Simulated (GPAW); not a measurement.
Worked example: self-consistent single point of Li₅Mg (C2, 6 atoms in the cell) in GPAW.

Computed with LDA (Perdew-Wang 92), GPAW PAW datasets LDA (gpaw-data 1.0.1) (plane waves; GPAW).

```yaml
crystal:
  lattice:
    - [4.56066, -2.63391, 0.00000]
    - [4.56066, 2.63391, 0.00000]
    - [-3.01374, 0.00000, 4.97391]
  atoms:
    - { symbol: Li, position: [0.00317, 0.99683, 0.00000] }
    - { symbol: Li, position: [0.33010, 0.33314, 0.99974] }
    - { symbol: Li, position: [0.66686, 0.66990, 0.00026] }
    - { symbol: Li, position: [0.50039, 0.16721, 0.50118] }
    - { symbol: Li, position: [0.83279, 0.49961, 0.49882] }
    - { symbol: Mg, position: [0.16669, 0.83331, 0.50000] }
```

Reference input (self-consistent single point, DFT PBEsol, plane waves, GPAW PAW datasets PBEsol (made by gpaw-setup)): mode = pw; ecut = 850 eV; xc = PBEsol; kpts = 6 6 6; mesh shift (steps) = 0 0 0; occupations.name = fermi-dirac; occupations.width = 0.05 eV; nbands = -12; convergence.forces = 0.001 eV/Å; symmetry.symmorphic = false; symmetry.tolerance = 0.0005; maxiter = 120. This run's input differs from it in these lines:

```diff
@@ -17,3 +17,3 @@
 calc = GPAW(mode={'name': 'pw', 'ecut': 850},
-            xc='PBEsol',
+            xc='LDA',
             kpts={'size': (6, 6, 6), 'gamma': True},
```

Its files differ too (potentials: GPAW PAW datasets LDA (gpaw-data 1.0.1)).

Output, abridged:

```
     iter     time        total  log10-change:
                         energy   eigst   dens  force
iter:   1 --:--:--   -12.508971
iter:   2 --:--:--   -12.478584   -0.71  -1.16
iter:   3 --:--:--   -12.250560   -1.10  -1.21
iter:   4 --:--:--   -12.249020   -1.91  -1.53
iter:   5 --:--:--   -12.244415c  -2.73  -1.53
iter:   6 --:--:--   -12.246538c  -2.90  -1.99
iter:   7 --:--:--   -12.242271c  -3.95  -2.05
iter:   8 --:--:--   -12.242236c  -5.06  -2.73
iter:   9 --:--:--   -12.242171c  -5.48  -2.80
iter:  10 --:--:--   -12.242154c  -5.85  -3.28
iter:  11 --:--:--   -12.242154c  -7.29  -3.75
iter:  12 --:--:--   -12.242153c  -7.77c -3.78
iter:  13 --:--:--   -12.242154c  -7.82c -3.96
iter:  14 --:--:--   -12.242154c  -8.00c -4.05c
iter:  15 --:--:--   -12.242155c  -8.95c -4.09c -3.57c
Converged after 15 iterations.

Dipole moment: (0.000001, 1.484353, 0.000000) |e|*Ang

Energy contributions relative to reference atoms: (reference = -6425.273995)

Kinetic:         +9.130192
Potential:       -6.211441
External:        +0.000000
XC:             -15.027925
Entropy (-ST):   -0.020540
Local:           -0.122711
SIC:             +0.000000
--------------------------
Free energy:    -12.252425
Extrapolated:   -12.242155

Showing only first 2 kpts
 Kpt  Band  Eigenvalues  Occupancy
  0     5      0.53829    1.99569
  0     6      2.46832    0.00000
  0     7      2.48113    0.00000
  0     8      2.64924    0.00000

  1     5     -0.17039    2.00000
  1     6      2.02374    0.00000
  1     7      2.59704    0.00000
  1     8      2.65282    0.00000

Fermi level: 0.84517

No gap
   [... lines left out ...]
  0 Li    0.00000    0.02310    0.00000
  1 Li    0.02037   -0.01071    0.00002
  2 Li   -0.02037   -0.01071   -0.00002
  3 Li   -0.00073   -0.00049    0.00723
  4 Li    0.00073   -0.00049   -0.00723
  5 Mg    0.00000   -0.00068    0.00000

Stress tensor:
     0.004965     0.000000     0.000327
     0.000000     0.005034    -0.000000
     0.000327    -0.000000     0.003637
Stress (GPa, Voigt): [ 0.7955  0.8066  0.5827 -0.      0.0524  0.    ]
```

The run converged in 15 iterations. GPAW prints stress with tension positive. Against the reference run the pressure goes from 0.22 to -0.73 GPa and the largest force goes from 0.034 to 0.023 eV/Å.

The starting cell comes from a database of computed structures (which also holds hypothetical and non-ambient phases and stackings), without a prior relaxation at this level. Its lattice was rescaled by a random factor within 2.5 % of one.

Cost on one core of a shared machine: roughly 4 min.
